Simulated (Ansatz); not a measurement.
HgCdSe₂ (R3m, No. 160, 4 atoms in the cell; start mp-1226733), treated with PBE0 (PAW; Ansatz, a program for electronic structure).

Numerical settings: plane-wave cutoff 460 eV, 8×8×8 k mesh, Fermi–Dirac smearing 0.01 eV, scalar-relativistic PAW data made under PBE.

Cell (relaxed with PBEsol):

```cif
data_Cd3Hg3Se6
_chemical_formula_sum 'Cd3 Hg3 Se6'
_space_group_name_H-M_alt 'R3m :H'
_space_group_IT_number 160
_space_group_name_Hall 'R 3 -2"'
_cell_length_a 4.32277
_cell_length_b 4.32277
_cell_length_c 21.11714
_cell_angle_alpha 90.000
_cell_angle_beta 90.000
_cell_angle_gamma 120.000
loop_
_atom_site_label
_atom_site_type_symbol
_atom_site_symmetry_multiplicity
_atom_site_Wyckoff_symbol
_atom_site_fract_x
_atom_site_fract_y
_atom_site_fract_z
_atom_site_occupancy
Cd1 Cd 3 a 0.00000 0.00000 0.49951 1
Hg1 Hg 3 a 0.00000 0.00000 0.00014 1
Se1 Se 3 a 0.00000 0.00000 0.12586 1
Se2 Se 3 a 0.00000 0.00000 0.62450 1
```
(The calculation used a cell of 4 atoms; values per cell refer to that cell.)

Predict the band gap.


band gap: 1.06 eV (on the SCF k mesh)

Note: cell and atoms aren't relaxed at this level (largest force component 0.03 eV/Å, pressure 1.3 GPa).

Spin–orbit coupling is not included; with these elements it can move the gap by several tenths of an eV or more.

The computed numbers hold no vibrational or temperature effects.

A start named mp-… is a Materials Project structure, which need not be a measured phase.
